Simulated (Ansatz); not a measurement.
System: CsCl-type NiTi (cubic form, which distorts at low temperature). Method: PBEsol (Ansatz, a first-principles code, plane waves, PAW).

Settings: plane-wave cutoff 500 eV, 18×18×18 k mesh, Fermi–Dirac smearing 0.1 eV, no spin polarisation, scalar-relativistic PAW data made under PBE.

Computed at the level's own relaxed cell.

Problem. Give the computed volume per atom and lattice parameter a.

Solution. 
- volume per atom = 13.12 Å³/atom
- lattice parameter a = 2.972 Å

The run finds no gap.

Note: symmetry holds this phase in the static calculation, where it need not be a minimum; the relaxation could not lower the start's symmetry, so the cell can be a saddle point above a distorted one.

The computed numbers hold no vibrational or temperature effects.

It cost around 50 core-seconds (rough) of CPU time.
